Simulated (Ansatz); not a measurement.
# Mn3Si (Fm-3m, No. 225)

Method: r²SCAN+rVV10 (Ansatz, a program for electronic structure, plane waves, PAW).

Run with plane-wave cutoff 500 eV, 12×12×12 k mesh, Fermi–Dirac smearing 0.05 eV, spin-polarised start, scalar-relativistic PAW data made under PBE.

Cell: relaxed at this level.

```
Property                     Value
-------------------  -------------
volume per atom      11.15 Å³/atom
lattice parameter a        5.629 Å
band gap             zero (no gap)
```

Note: the magnetic order was assumed, not searched for or taken from measurement.

Cost on a shared machine: roughly 3 core-minutes.
